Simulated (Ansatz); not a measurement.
Consider Sc-vacancy pair (Sc on one host Al site, one Al site vacant) in fcc Al, neutral cell. The step: a nearby Al atom hops onto the vacant site (Sc-vacancy distance between ideal sites 5.72 → 4.95 Å); the atom moves 2.76 Å along (0.49, 0.00, 0.48) of the unit cell; the moving atom starts with neighbours 4 Al at 2.80, Al at 2.85, 3 Al at 2.87, 2 Al at 2.87, Al at 2.90 Å and ends with 2 Al at 2.77, 2 Al at 2.81, 4 Al at 2.86, 2 Al at 2.89, Al at 2.91 Å. A PBE band in Ansatz (plane-wave PAW, a 4×4×4 k-point mesh shifted by half a step, 32 host sites, 17 SCF runs with any check of the saddle's order, static, no finite-size correction) gives a forward barrier of 0.64 eV. The saddle point's order was not checked, and it lies on a symmetry element of the cell, where a band can be held. Forms of the defect that were not tried may lie lower.

Single points at the band's start and saddle point can refine it. Rough cost of one point, in units of the band's mean SCF on the same machine:

```tsv
Level	Cost of one point
PBE, a 6×6×6 k-point mesh shifted by half a step	about 3
r2SCAN at 500 eV, a 4×4×4 k-point mesh shifted by half a step	about 2
```

### Question
Which of these move the barrier by more than 0.1 eV, and how far does each move it?

### Answer
PBE, a 6×6×6 k-point mesh shifted by half a step: +0.01 eV; r2SCAN at 500 eV, a 4×4×4 k-point mesh shifted by half a step: +0.13 eV. Each functional is compared with PBE at the same k-points.

Ansatz is a quantum-chemistry and plane-wave program.
